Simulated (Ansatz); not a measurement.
Effect of uniaxial strain ε_zz = −1.50 % on Hf

Base system: Hf in the hcp (Mg type) structure (space group P6_3/mmc, No. 194; a = 3.1174 Å, c = 4.9501 Å; relaxed with 0.1 eV smearing). Axes: x lies along a and z along c of the hexagonal cell.

It is then changed as follows: the cell is compressed by 1.50 % along z with no lateral relaxation, atoms relaxed at fixed cell.

The values are results of LDA (Ansatz, a program for electronic structure, PAW, scalar-relativistic without spin-orbit coupling), not measurements. k-mesh 21×21×12 (Γ-centred); smearing 0.1 eV (Fermi–Dirac).

```json
[
 {"quantity": "space group", "base": "P6_3/mmc (No. 194)", "changed": "P6_3/mmc (No. 194)", "shift": "–"},
 {"quantity": "shortest interatomic distance", "base": "5.783 bohr", "changed": "5.726 bohr", "shift": "-0.057 bohr"},
 {"quantity": "energy relative to the base (free energy F)", "base": "0 meV/atom", "changed": "+3.2 meV/atom", "shift": "+3.2 meV/atom"},
 {"quantity": "band gap", "base": "zero", "changed": "zero", "shift": "–"},
 {"quantity": "stress (xx, yy, zz, yz, xz, xy; compression positive)", "base": "–", "changed": "(1.3, 1.3, 3.4, 0.0, 0.0, 0.0) GPa", "shift": "–"}
]
```

No phonon test of stability was made. All final runs are without spin polarisation.
